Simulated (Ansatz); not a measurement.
**Sb (model structure, started from the C4 type, I4₁32, No. 214, 4 atoms in the cell)**

Method: r²SCAN in Ansatz (plane waves, PAW).

Settings: plane-wave cutoff 560 eV, 12×12×12 k mesh, Fermi–Dirac smearing 0.05 eV, scalar-relativistic PAW data made under PBE.

Cell (relaxed at this level):

```cif
data_Sb4
_chemical_formula_sum 'Sb4'
_space_group_name_H-M_alt 'P 1'
_space_group_IT_number 1
_cell_length_a 6.93621
_cell_length_b 6.93621
_cell_length_c 6.93621
_cell_angle_alpha 109.471
_cell_angle_beta 109.471
_cell_angle_gamma 109.471
loop_
_space_group_symop_operation_xyz
  'x, y, z'
loop_
_atom_site_label
_atom_site_type_symbol
_atom_site_fract_x
_atom_site_fract_y
_atom_site_fract_z
_atom_site_occupancy
Sb1 Sb 0.00000 0.25000 0.50000 1
Sb2 Sb 0.25000 0.50000 0.00000 1
Sb3 Sb 0.50000 0.00000 0.25000 1
Sb4 Sb 0.25000 0.25000 0.25000 1
```

```
Property                 Value
---------------  -------------
band gap         zero (no gap)
bulk modulus B0       21.1 GPa
```

Note: the bulk modulus is −V dP/dV from two relaxed cells at ±2 % in volume; the relaxation could raise the start's symmetry but not lower it, so the cell can be a saddle point.

Spin–orbit coupling is not included; it can open a gap where bands touch, and shift volumes and moduli.

Computed values are for the static lattice.

A model structure was made by putting elements into a prototype or built by hand; it is no filed structure, need not be a known phase, and can be a saddle point held by its symmetry.

Ansatz is a first-principles code.
